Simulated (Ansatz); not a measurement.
## Ga₂Cu (space group P4/mmm, No. 123)

Ga2Cu has the tetragonal space group P4/mmm (No. 123), Pearson symbol tP3. Lattice parameters: a = 2.8026 Å, b = 2.8026 Å, c = 5.7426 Å, α = 90.00°, β = 90.00°, γ = 90.00°. Ga on 2h sees 1 Ga at 2.485 Å and 4 Ga at 2.803 Å and 4 Cu at 2.565 Å. Cu on 1a has 8 Ga at 2.565 Å and 4 Cu at 2.803 Å. (Neighbours: up to the widest gap in distance over summed covalent radii, below 1.35, at either atom.)

Level of theory: PBEsol (Ansatz, an electronic-structure program; PAW; 420 eV plane waves; no spin-orbit coupling). k-mesh 17×17×8 (Γ-centred); smearing 0.05 eV (Fermi–Dirac).

| Property | Result |
|---|---|
| Volume per atom | 15.04 Å³ |
| Density | 7.47 g/cm³ |
| Band gap | zero |
| Total energy | -4691.830 eV/atom (σ→0; compares only within this code and set-up) |

Stability against distortions was not tested. All final runs are without spin polarisation.
